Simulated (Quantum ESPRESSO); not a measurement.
**A short convergence ladder for GaP (F-43m, 2 atoms in the cell)**

```
CELL_PARAMETERS angstrom
     -2.73318     0.00000     2.73318
      0.00000     2.73318     2.73318
     -2.73318     2.73318     0.00000
ATOMIC_POSITIONS crystal
  Ga 0.00000 0.00000 0.00000
  P  0.25000 0.25000 0.25000
```

Base method: PBE, GBRV 1.5 ultrasoft (PBE) pseudopotentials (plane waves; Quantum ESPRESSO).

Base settings: ecutwfc = 50 Ry; ecutrho = 250 Ry; occupations = smearing; smearing = fermi-dirac; degauss = 0.00147 Ry; potentials = {Ga: ga_pbe_v1.4.uspp.F.UPF, P: p_pbe_v1.5.uspp.F.UPF}; K_POINTS = automatic 8 8 8 0 0 0; conv_thr = 1e-10 Ry.

Core times come from one kind of shared machine, to one figure; runs under 30 s give none.

**Zone-centre phonons against the cutoff**

In this ladder: occupations = fixed; smearing = default; degauss = default; nbnd = 20; ph.x.tr2_ph = 1e-14; ph.x.fildyn = dyn.G; ph.x.epsil = true; dynmat.x.fildyn = dyn.G; dynmat.x.asr = crystal. Moved along: ecutrho.

The mesh stays at the base's, so the ladder's end is converged at best in this setting alone.

Only quantities that move along the ladder and can be compared are tabulated.

```csv
ecutwfc,largest Born charge (mean of the diagonal) (e),mean ε∞,core time / last (rough)
25 Ry,2.801,11.259,0.3
35 Ry,2.215,11.298,0.6
42 Ry,2.222,11.293,0.6
50 Ry,2.218,11.290,1
```

Coarsest ecutwfc that holds the mean ε∞ within 0.02 of the last step, with all finer ones: 35 Ry; the step before is off by 0.030.

Coarsest ecutwfc that holds the largest Born charge (mean of the diagonal) within 0.02 e of the last step, with all finer ones: 35 Ry; the step before is off by 0.58 e.

On the base run: the starting cell has typed, rounded lattice constants, without a prior relaxation at this level. Its lattice was rescaled by up to half a per cent.
